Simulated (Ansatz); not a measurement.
For CdSe (model structure, started from the litharge type, P4/nmm, No. 129, 4 atoms in the cell), PBEsol (PAW; Ansatz, a program for electronic structure) gives:

```
Quantity               Value
-------------------  -------
lattice parameter a  5.273 Å
c axis length        4.299 Å
```

What does PBE-D3(BJ) (Ansatz, PAW) give for the same quantities?


- lattice constant a: 5.260 Å (drops by 0.2 %)
- lattice parameter c: 3.869 Å (falls by 10 %)

Changes are worked out from the printed values.

Unless a cell is named, each level is at its own relaxed cell (PBEsol 29.88, PBE-D3(BJ) 26.76 Å³/atom).

Ansatz's density-functional and Hartree–Fock values are scalar-relativistic unless marked +SOC, with PAW data made under PBE.

A model structure was made by putting elements into a prototype or built by hand; it is no filed structure, need not be a known phase, and can be a saddle point held by its symmetry.
